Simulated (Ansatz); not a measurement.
The starting structures come from a database of crystals and need not be the phases stable at ambient conditions.

The decay constant κ of evanescent states in the gap governs leakage through a thin film.

Given:

```
CELL_PARAMETERS angstrom
      4.38327     0.18225     0.00000
      1.85634     3.97495     0.00000
      0.00000     0.00000    13.57091
ATOMIC_POSITIONS crystal
  Hg 0.34935 0.34935 0.99872
  Hg 0.65065 0.65065 0.49872
  I  0.39121 0.39121 0.36274
  I  0.60879 0.60879 0.86274
  I  0.90966 0.90966 0.63526
  I  0.09034 0.09034 0.13526
```

Space group of this cell: Cmc2_1. The cell was relaxed by PBE-D3(BJ); by r2SCAN its mean pressure is 0.6 GPa.

Transport runs along the normal of the first two printed cell vectors.

The gap is the functional's own. No spin-orbit coupling. Mid-gap values are interpolated on the energy grid.

**Question.** Estimate the band gap and the smallest decay constant κ at mid-gap that r2SCAN (Ansatz, an electronic-structure program) returns for this system.

**Answer.** Gap 1.99 eV on a 8×8×4 mesh; κ = 0.205 1/Å, at the zone centre.
